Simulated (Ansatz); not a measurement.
Structure of amorphous tantalum oxide (Ta₁₆O₃₉) (periodic cell):

```xyz
55
Lattice="8.8180 0.3113 0.2521 0.3113 9.8333 -0.0552 0.2521 -0.0552 9.2575" Properties=species:S:1:pos:R:3 pbc="T T T"
Ta     5.4964     0.9695     6.1551
Ta     7.0061     6.0055     2.6971
Ta     3.6434     5.3048     3.5043
Ta     0.7509     6.6356     3.9637
Ta     2.5169     9.3184     3.8917
Ta     2.0386     2.7603     5.5667
Ta     2.5167     0.1579     7.5266
Ta     0.5550     7.3393     7.6706
Ta     3.7175     2.7653     0.7364
Ta     6.8240     0.8006     0.3451
Ta     1.5372     5.6289     1.2883
Ta     0.8690     2.8332     8.5329
Ta     6.1527     8.2083     7.9609
Ta     6.3540     5.1121     8.3509
Ta     7.2824     4.0447     4.8850
Ta     5.5427     9.4052     2.5855
O      4.9236     3.8162     8.8650
O      8.7120     6.8713     2.1209
O      1.3324     6.0216     8.6995
O      2.8924     6.9915     4.0932
O      3.1808     4.1091     4.9399
O      4.6263     9.4139     7.6344
O      1.4685     4.9563     3.2349
O      1.9415     1.3393     4.1504
O      7.6095     6.7395     7.9043
O      5.7829     8.8519     0.5085
O      8.4071     1.7669     0.4178
O      6.4989     2.2489     5.2116
O      3.7644     3.6420     2.3581
O      3.2807     6.1140     1.5994
O      6.9463     0.3502     2.2402
O      2.7468     9.1173     5.7641
O      7.8773     6.0487     4.6773
O      5.4615     5.2015     3.9389
O      1.8942     8.6264     8.3249
O      8.1023     4.1276     8.6490
O      6.2782     5.7195     0.9888
O      6.6570     9.0531     6.2523
O      9.0250     3.5599     5.3558
O      4.9951     1.4656     1.1979
O      8.1190     9.1070     8.4757
O      6.4296     4.5856     6.5223
O      7.5258     4.1451     2.9226
O      6.0569     7.6979     3.0852
O      3.6558     1.6932     6.3510
O      1.0672     1.4418     6.9987
O      5.1343     6.6148     7.9523
O      6.2642     1.4042     7.9418
O      1.6536     3.7336     0.7506
O      4.8391     0.2448     4.3612
O      0.8422     8.5758     3.5060
O      3.5904     9.2569     2.3138
O      0.9141     7.0408     5.8930
O      2.6733     1.5435     9.0314
O      1.8918     3.7749     7.2231
```

Level of theory: PBE, scalar-relativistic without spin-orbit coupling (plane waves to 420 eV, PAW; Ansatz, a program for electronic structure). The usual formal charges leave 2 electrons over, so the level spacing at the Fermi energy parts defect or band states and needn't be the band gap.

It comes from a melt-quench run on a machine-learned potential (CHGNet), relaxed afterwards by DFT. O atoms were pushed apart under 1.9 Å during the dynamics, to hinder bonds among them. The hot cell started wider than the set density and was brought back towards it in steps. It is the lowest in DFT energy of 2 quenches. It is a model cell: composition and starting density were chosen by hand, and all elements were melted together. No dispersion term was used. Its density started from a set value of 7.29 and ended at 7.29 g/cm³. The simulated quench (nominally 380 K/ps over its main leg) is rapid and tends to freeze in more defects than a deposited or slowly cooled glass has. A cell of this size samples the disorder only roughly. The volume was held where the preparation left it and the shape relaxed, at a PBE pressure of 2.6 GPa. Stress components on the final sampling reach 2.7 GPa. On a 2×2×2 Γ-centred mesh force components of up to 0.38 eV/Å stay, since the relaxation ran on the zone centre alone.

Neighbours within Ta-Ta 3.12 Å, Ta-O 2.54 Å, O-O 1.58 Å count as bonded. Two cations that share two anions don't count as bonded, nor two that share one unless they lie closer than Ta-Ta 3.04 Å.

Give the coordination numbers, mean bond lengths and angles.


```json
{
 "Mean coordination of Ta by anions": "5.75 (4 with 5, 12 with 6)",
 "Mean coordination of O": "2.36 (25 with 2, 14 with 3)",
 "Mean Ta-O bond": "2.007 Å (spread 0.135 Å, 92 counted)",
 "Bond angle at Ta": "mean 104.2°, spread 29.1°",
 "Bond angle at O": "mean 122.8°, spread 26.9°"
}
```

List the pairs of like atoms that count as bonded by the rules above.

There are none by these rules.
